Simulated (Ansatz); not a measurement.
rock-salt TiC (1 1 1) on rock-salt MgO (1 1 1) (film strained to the substrate, started from cuts of the bulks and a machine-learned relaxation; slabs Mg5O6 and C4Ti4, which can lie off the formulas)

A periodic stack without vacuum, rock-salt TiC (1 1 1) on rock-salt MgO (1 1 1) (film strained to the substrate, started from cuts of the bulks and a machine-learned relaxation; slabs Mg5O6 and C4Ti4, which can lie off the formulas): substrate slab Mg5O6, film C4Ti4, surface cells [[0, -1], [1, -1]] and [[-1, 1], [-1, 0]], film strained by -1.8 and -1.8 %, outermost planes O/O and C/Ti as cut, which need not be the usual terminations and can put a slab off its formula.

The start was prepared with a machine-learned potential, and the result is one local minimum, with the in-plane cell held and forces under 0.04 eV/Å; the film can end far from its bulk form.

Calculation: PBE (plane waves to 420 eV, PAW; Ansatz, a first-principles code). No spin–orbit coupling; the runs are not spin-polarised; PBE gaps are too small against experiment. Its k-point mesh 12×12×1, Fermi–Dirac width 0.05 eV.

The interface area is 7.8 Å², the period is 23.76 Å and the heights between the nearest atoms of the two slabs at the two interfaces comes out as 1.34 and 1.44 Å. The Mg–Ti contacts across the interfaces within 1.22 times the sum of covalent radii comes out as 3, mean 3.16 Å and the O–Ti contacts across the interfaces within 1.22 times the sum of covalent radii comes out as 3, mean 2.26 Å. The C–O contacts across the interfaces within 1.22 times the sum of covalent radii is 1, mean 1.34 Å, the estimate of the barrier is withheld, since the two interfaces are unlike and the slope of the mean potential energy in the substrate comes out as +1.4 MV/cm × e.

```
CELL_PARAMETERS angstrom
      3.00782    -0.00002     0.07776
      1.50487     2.60440    -0.00730
      2.39550     0.43856    23.82390
ATOMIC_POSITIONS crystal
  Mg 0.66873 0.93675 0.07950
  Mg 0.89861 0.27014 0.18293
  Mg 0.12853 0.60352 0.28631
  Mg 0.35845 0.93691 0.38968
  Mg 0.58788 0.27033 0.49354
  O  0.05282 0.27005 0.02877
  O  0.28396 0.60344 0.13093
  O  0.51387 0.93683 0.23431
  O  0.74377 0.27021 0.33771
  O  0.97362 0.60359 0.44117
  O  0.20871 0.93706 0.53933
  C  0.15231 0.93645 0.59580
  C  0.37494 0.27072 0.70642
  C  0.60090 0.60378 0.81389
  C  0.82636 0.93677 0.92189
  Ti 0.75636 0.60430 0.65830
  Ti 0.98524 0.93732 0.76281
  Ti 0.21531 0.27028 0.86620
  Ti 0.44677 0.60323 0.96821
```
